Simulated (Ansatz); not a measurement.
Checking a run of Ansatz (a program for electronic structure) on Sn₄Pd (Ccce, 10 atoms in the cell). The aim is a self-consistent single point with DFT, LDA (PW92), plane waves, default PAW files made with PBE.

Cell that was meant: a = 6.6797 Å, b = 6.6797 Å, c = 6.4985 Å, α = 90.00°, β = 90.00°, γ = 121.26°.

Part of the input:

Ansatz 0.2 input:
```yaml
  xc: lda
  pseudopotentials: { kind: paw }
scf:
  occupations: { method: fixed }
output:
  forces: true
  eigenvalues: true
```

Output, abridged:

```
WARN basis.ecutwfc = 420 eV, the default
WARN ansatz: RAYON_NUM_THREADS=1 ignored (pool sized by the plan → 1); use --threads N
   [... lines left out ...]
PAW frozen core: Pd, regenerated for the run's functional, and the local potential with it
Initial density: superposition of atomic densities (neutral atoms: chi_scale 0, normalization atom), corrected by the library's trained network
Initial wavefunctions: pseudopotential atomic-orbital guess
Eigensolver: davidson
Functional: x = slater, c = lda
SCF iter   1: F=—  HF=-60727.931465 eV  |F-HF|=—  |Δ(HF+E_count)|=         —  Δρ=8.86e-3  dr2=1.57e-1  ethr=1.77e-3  ⟨swp⟩=4.6  Hψ=4121  notcnv=0  defer=178
all-band conjugate gradients solve this SCF's bands
   [... lines left out ...]
WARN: the bands overlap at the fill by count (74 filled at each k-point of a channel) …
SCF 1 converged in 8 iterations: F = -60727.891624 eV  dr2 = 6.31e-9
Free energy (F): -60727.891624 eV
Internal energy: -60727.891624 eV  (E = F + TS)
E sigma→0 (E₀):  -60727.891624 eV
Fermi energy:    11.878449 eV
--- Forces (eV/Å), atoms counted from 1 ---
  atom   1  Sn    -0.08306470     0.21570632    -0.02828295
  atom   2  Sn     0.08306470    -0.21570632    -0.02828295
  atom   3  Sn    -0.08306470    -0.21570632     0.02828295
  atom   4  Sn     0.08306470     0.21570632     0.02828295
  atom   5  Sn     0.08306470    -0.21570632     0.02828295
  atom   6  Sn    -0.08306470     0.21570632     0.02828295
  atom   7  Sn     0.08306470     0.21570632    -0.02828295
  atom   8  Sn    -0.08306470    -0.21570632    -0.02828295
   [... lines left out ...]
  atom  10  Pd     0.00000000     0.00000000    -0.00000000
--- Stress (GPa, compression-positive) ---
       -5.960761      -0.000000       0.000000
       -0.000000      -4.634329      -0.000000
        0.000000      -0.000000      -5.724983
  P = ⅓ Tr σ = -5.4400 GPa (-54.400 kbar)
  The stress holds the Pulay correction. Without it, at fixed plane waves, as pw.x and ABINIT print it: P = -5.4737 GPa
```

### Question
Is this run sound? If not, what is wrong?

### Answer
The run is not sound. The fault is fixed (insulator-type) occupations in a metal. A metal has bands that cross the Fermi level, so filling the same number of bands at every k-point puts electrons into the wrong states. To fix it, use a smearing (or tetrahedra) with enough empty bands. The run converged in 8 iterations without an error; against the sound input the free energy goes up by 6.0 meV/atom, the pressure stays near -5.44 GPa while the zz stress (positive for compression) goes from -6.35 to -5.72 GPa and the largest force goes from 0.258 to 0.233 eV/Å. The full log also holds (shortened here): “WARN: iter 1: σ=0 fill of 74 bands saw a band overlap (occupied 11.8728 eV > unoccupied 11.2426 eV) — on an unconverged iterate often a transient of an (band_overlap_at_count)”.

The sound input it was made from differs as follows (other fixes are possible):
```diff
-  occupations: { method: fixed }
+  occupations: { method: cold, width: 0.272 }
```

With that input, the run converged in 8 iterations: free energy E − TS (on the zero of these files) -60727.9520 eV; Fermi level (on the code's own zero) 11.48 eV; pressure -5.43 GPa; largest force (vector length) 0.258 eV/Å (DFT, LDA (PW92), plane waves, default PAW files made with PBE).

On the sound input: the starting cell comes from a database of published, mostly measured structures (it also holds non-ambient and calculated ones), without a prior relaxation at this level. Its lattice was rescaled by a random factor within 2.5 % of one. Spin polarisation is off. With a pressure of about -5 GPa the cell is away from its equilibrium volume at this level. Ansatz's pressure includes its estimate of the finite-basis (Pulay) stress.
